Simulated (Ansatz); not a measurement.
Take Pt in the fcc (Cu type) structure (space group Fm-3m, No. 225; relaxed with 0.1 eV smearing) as the base.

```yaml
crystal:
  lattice:
    - [0.00000, 1.97088, 1.97088]
    - [1.97088, 0.00000, 1.97088]
    - [1.97088, 1.97088, 0.00000]
  atoms:
    - { symbol: Pt, position: [0.00000, 0.00000, 0.00000] }
```

Cartesian axes are those of the cell as printed.

Calculations: r2SCAN (Ansatz, a program for electronic structure, PAW, scalar-relativistic without spin-orbit coupling).

For the base:

| Property | Value |
|---|---|
| Pressure | 0.0 GPa |

Perturbation: biaxial strain +0.45 %, plane normal [111], relaxed out of plane (Cartesian); in-plane vectors clamped, the third vector and the atoms free.

### Question
Predict the new out-of-plane strain, energy relative to the base and pressure.

### Answer
The out-of-plane strain comes out as -0.54 %; the energy goes up by 0.6 meV/atom; the pressure (mean of the normal stresses, compression positive) goes from zero to -0.9 GPa.

Stability against distortions was not tested. All final runs are without spin polarisation.
